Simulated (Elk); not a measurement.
Band structure of ScIn (P4/mmm, 2 atoms in the cell).

```
CELL_PARAMETERS angstrom
      3.24414     0.00000     0.00000
      0.00000     3.24414     0.00000
      0.00000     0.00000     4.44719
ATOMIC_POSITIONS crystal
  Sc 0.00000 0.00000 0.00000
  In 0.50000 0.50000 0.50000
```
Moments meant for the start (each program seeds them in its own way; μB, in the order of the atoms Sc In): 1.0 0.0.

Computed with PBEsol, all-electron FP-LAPW, Elk's shipped species files, APW+lo basis with extra local orbitals (Elk 10.2.4).

Settings: xctype = 22; spinpol = true; rgkmax = 7.5; stype = 0; swidth = 0.00734986 Ha; ngridk = 8 8 6; reducebf = 0.7; gmaxvr = 14 1/bohr; nxlo = 2; lorbcnd = true; lmaxi = 2; nempty = 10 per atom; maxscl = 100; bfcmt = [[0.0, 0.0, -0.5], [0.0, 0.0, 0.0]].

The starting cell comes from a database of computed structures (which also holds hypothetical and non-ambient phases and stackings), without a prior relaxation at this level. Its lattice was rescaled by a random factor within 2.5 % of one. The starting moments vanished: the run ended non-magnetic. Values depend on the basis (sphere radii, cutoffs, local orbitals), which need not be converged.

Levels in eV from the Fermi level, bands 12 to 19 of the first spin channel:
```csv
point,12,13,14,15,16,17,18,19
Γ,-13.99,-8.45,-0.82,-0.30,-0.09,2.36,2.36,3.04
X,-13.95,-5.11,-3.95,-0.99,0.19,1.68,2.47,3.89
M,-13.81,-3.20,-0.92,-0.92,0.61,0.87,0.87,2.83
Z,-13.99,-7.29,-4.65,-0.08,1.20,1.70,1.70,3.03
R,-13.93,-5.00,-2.57,-1.46,-0.59,1.93,1.94,2.39
A,-13.81,-1.85,-1.85,-1.84,-0.98,2.20,3.67,3.69
```

Bands cross the Fermi level along this path, so the cell is metallic at this level.

The net moment of the cell came out as 0.00 μB.
